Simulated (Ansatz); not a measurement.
**CsCl-type AlRh (cell taken from a computed entry)**

Calculation: PBEsol in Ansatz (plane waves, PAW).

Settings: plane-wave cutoff 500 eV, 18×18×18 k mesh, Fermi–Dirac smearing 0.1 eV, no spin polarisation, scalar-relativistic PAW data made under PBE.

Cell: relaxed at this level.

```json
{
 "equilibrium_volume_per_atom": "13.13 Å³/atom",
 "equilibrium_lattice_constant_a": "2.972 Å",
 "band_gap": "zero (no gap)"
}
```

Note: the relaxation could not lower the start's symmetry, so the cell can be a saddle point above a distorted one.

Spin–orbit coupling is not included.

Computed values are for the static lattice.

Ansatz is a quantum-chemistry and plane-wave program.
